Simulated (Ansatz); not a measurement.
# Pressure series in hypothetical P4_32_12 C

Consider C (space group P4_32_12, No. 96; a = 3.802 Å, c = 4.681 Å; a hypothetical phase, not in the database extracts checked).

Cell and atoms are relaxed at each pressure.

Method: PBE, PAW, 420 eV (Ansatz, a quantum-chemistry and plane-wave program; scalar-relativistic without spin-orbit coupling).

Notes on the quantities. band gap: an upper bound: an edge found on the path is not a true extremum; the base alone; enthalpy: H = E + PV relative to the base's energy.

```
change            band gap       enthalpy  volume per atom
----------------  --------  -------------  ---------------
base               4.97 eV              –          5.64 Å³
pressure −2 GPa    4.95 eV  -0.07 eV/atom          5.67 Å³
pressure −1 GPa    4.96 eV  -0.04 eV/atom          5.65 Å³
pressure 0.7 GPa   4.98 eV  +0.02 eV/atom          5.63 Å³
pressure 1.5 GPa   4.98 eV  +0.05 eV/atom          5.62 Å³
pressure 3 GPa     5.00 eV  +0.11 eV/atom          5.60 Å³
```

Load acts through the strain it causes; cell and atoms are relaxed under it. Whether these cells are dynamically stable was not tested.
